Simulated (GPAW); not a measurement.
## Equation of state of rutile-structure SnO2 (space group 136): energy against volume (GPAW, PBE)

```xyz
6
Lattice="4.6557 0.0000 0.0000 0.0000 4.6557 0.0000 0.0000 0.0000 3.1333" Properties=species:S:1:pos:R:3 pbc="T T T"
Sn     0.0000     0.0000     0.0000
Sn     2.3279     2.3279     1.5666
O      1.4293     1.4293     0.0000
O      3.7572     0.8986     1.5666
O      0.8986     3.7572     1.5666
O      3.2264     3.2264     0.0000
```

Method: PBE, GPAW PAW datasets PBE (gpaw-data 1.0.1) (plane waves; GPAW). Settings: mode = pw; ecut = 1040 eV; xc = PBE; kpts = 7 7 10; mesh shift (steps) = 0 0 0; occupations.name = fermi-dirac; occupations.width = 0.01 eV; nbands = -4; convergence.density = 1e-05 e/electron; convergence.energy = 1e-05 eV/electron; convergence.bands = -2; symmetry.symmorphic = false; symmetry.tolerance = 0.0005; maxiter = 150. The cell above is the first row's. The rows scale it uniformly. In all rows fractional positions and the k mesh are held. E is the free energy at the stated smearing, counted from the lowest row.

| V (Å^3/atom) | E (meV/atom) |
|---|---|
| 11.319 | ? |
| 11.565 | 46.14 |
| 11.811 | 23.88 |
| 12.058 | 9.31 |
| 12.304 | 1.59 |
| 12.550 | 0.00 |
| 12.796 | 3.86 |
| 13.042 | 12.55 |
| 13.288 | 25.54 |

Task: Fit E against V with the third-order Birch-Murnaghan form, a cubic in V^(-2/3), and predict the withheld value at V = 11.319.

Result: With u = V^(-2/3) - 0.187, the rows have u = 0.008540, 0.005816, 0.003173, 0.000630, -0.001830, -0.004211, -0.006517, -0.008751. Least squares gives E = 0.650 + 1210.70·u + 472795·u² + 1070686·u³. Residuals (row less fit): 0.002, -0.015, 0.024, -0.011, -0.011, 0.004, 0.006, -0.004; standard error 0.017 (degrees of freedom: 4). Its minimum lies at u = -0.001286, so V0 = (0.185714)^(-3/2) = 12.49. There d²E/du² = 937300 and d³E/du³ = 6424000, so B0 = (4/9) × 12.49^(-7/3) × 937300 × 0.160218 = 184 GPa (the last factor turns the table's units into GPa), and B0' = 4 + (2/3) × 0.185714 × (6424000)/937300 = 4.8. The program's pressures in the fitted runs (not shown) pass through zero at V = 12.49, 0.01 % from this V0. At the withheld row, u = 0.011363, so E = 0.650 + 1210.70 × 0.011363 + 472795 × 0.011363² + 1070686 × 0.011363³ = 77.024 meV/atom. The calculation gives 77.02 meV/atom, which the fit meets to the printed digits. The row lies outside the fitted rows, so this is an extrapolation. From the scatter of the fitted rows alone, a prediction at this place has a standard error of 0.050 meV/atom, so the miss is 0.1 times that.

Carrying the step between the two nearest rows on in a straight line would have given 68.40, off by 8.62; series whose last step already gives the withheld value aren't shown. The scan was laid around a cell of about the measured size, scaled by a guess for this functional; axis ratios and inner coordinates come from that cell. The runs keep the symmetry of the cell, so they don't test it for distortions. The shape of the cell and the inner coordinates aren't relaxed, so V0 and B0 belong to this uniform scaling; a relaxed crystal lies no higher in energy and is usually softer (forces reach 0.46 eV/Å in these rows). Cutoffs and mesh are single choices, not tested for convergence of this quantity. Series with a scatter that would blur these digits, or in which a gap closes, are not shown. Nor are scans whose minimum lies at an end fitted in this form.
